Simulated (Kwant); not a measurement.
Model system: six-terminal Hall bar in a CdTe two-dimensional gas. Effective mass 0.096 mₑ, grid spacing 12 nm, hard walls, nominal width 300 nm (25 grid rows, so walls 312 nm apart), one parabolic valley, scattering region 780 nm long along x; energies count from the band bottom; Fermi energy 0.00138 eV. Four side probes 150 nm wide, two on each edge; current runs along x; the sign of the Hall resistance is a convention. Perpendicular field swept from 0.095363 to 1.9454 T, also in the leads; orbital effect alone.

Constants are typed, rounded textbook-type inputs, not results; the design itself was drawn at random and stands for no fabricated device.

Computed with Kwant: effective-mass tight-binding model on a square grid, one spin, coherent transport at 0 K. Resistances are in h/e².

**Question.** How many Landau levels lie under the Fermi energy, and what Hall resistance follows, at 1.38 meV and 0.503 T; 1.38 meV and 0.660 T; 1.38 meV and 1.29 T; 1.38 meV and 1.60 T?

**Answer.** ħωc = ħeB/m = 1.21 meV a tesla; levels lie at (n + ½)ħωc. E/ħωc = 2.28 gives 2 levels and h/(2e²) = 0.500; simulated 0.500. E/ħωc = 1.73 gives 2 levels and h/(2e²) = 0.500; simulated 0.500. E/ħωc = 0.89 gives 1 level and h/(1e²) = 1.000; simulated 1.000. E/ħωc = 0.72 gives 1 level and h/(1e²) = 1.000; simulated 1.000.
